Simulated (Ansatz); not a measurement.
The starting structures come from a database of crystals and need not be the phases stable at ambient conditions.

 Where the default PAW files enter, the runs use the earlier of Ansatz's two default sets.

By LDA, the system below comes out a metal.

A figure of merit of an interconnect metal is its ballistic conductance per area.

Here is the system:

```
CELL_PARAMETERS angstrom
      4.68290     0.00000     0.00000
     -2.34145     4.05551     0.00000
      2.34145     1.35184     0.95589
ATOMIC_POSITIONS crystal
  Ag 0.00000 0.00000 0.00000
```

Space group of this cell: Im-3m, bcc (W type). The cell is taken as given; by LDA its mean pressure is -11.5 GPa.

The current flows along the normal of the first two printed cell vectors, the (111) plane of the conventional cell. No spin-orbit coupling; the value is a mean over 0.1 eV about the Fermi level.

State the ballistic conductance per area according to LDA (Ansatz, a quantum-chemistry and plane-wave program).

0.90 × 10¹⁵ S/m² for both spins.
